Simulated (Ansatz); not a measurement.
**Nb3Sn under a change: biaxial strain −0.56 %, plane normal [001], relaxed out of plane**

The reference is Nb$_{3}$Sn in the A15 (Cr3Si type) structure (space group Pm-3n, No. 223; a = 5.2586 Å). Axes: x, y, z lie along the cube axes.

The change: biaxial strain −0.56 %, plane normal [001], relaxed out of plane (Cartesian); in-plane vectors clamped, the third vector and the atoms free.

Calculations: Ansatz (a quantum-chemistry and plane-wave program), PBEsol, PAW, cutoff 420 eV, no SOC. k-mesh 9×9×9 (Γ-centred); smearing 0.05 eV (Fermi–Dirac).

| quantity | base | changed | shift |
|---|---|---|---|
| volume per atom | 18.18 Å³ | 18.12 Å³ | -0.055 Å³ |
| space group | Pm-3n (No. 223) | P4_2/mmc (No. 131) | – |
| shortest interatomic distance | 262.9 pm | 256.1 pm | -6.8 pm |
| energy relative to the base (free energy F) | 0 meV/atom | +0.3 meV/atom | +0.3 meV/atom |
| pressure (mean of the normal stresses, compression positive) | 0.0 GPa | 0.6 GPa | +0.6 GPa |
| band gap | zero | zero | – |
| out-of-plane strain (rough) | – | +0.83 % | – |
| mean in-plane stress (compression positive) (rough) | – | +0.9 GPa | – |

Final structure (turned so that z lies along the plane normal):

```yaml
crystal:
  lattice:
    - [5.22912, 0.00000, 0.00000]
    - [0.00000, 5.22912, 0.00000]
    - [0.00000, 0.00000, 5.30197]
  atoms:
    - { symbol: Nb, position: [0.24487, 0.00000, 0.50000] }
    - { symbol: Nb, position: [0.75513, 0.00000, 0.50000] }
    - { symbol: Nb, position: [0.00000, 0.50000, 0.25000] }
    - { symbol: Nb, position: [0.00000, 0.50000, 0.75000] }
    - { symbol: Nb, position: [0.50000, 0.25513, 0.00000] }
    - { symbol: Nb, position: [0.50000, 0.74487, 0.00000] }
    - { symbol: Sn, position: [0.00000, 0.00000, 0.00000] }
    - { symbol: Sn, position: [0.50000, 0.50000, 0.50000] }
```

Without a gap, meshes like the base's 9×9×9 leave anisotropic stresses uncertain by several tenths of a GPa, and small strain energies with them. Whether these cells are dynamically stable was not tested. The final runs are not spin-polarised.
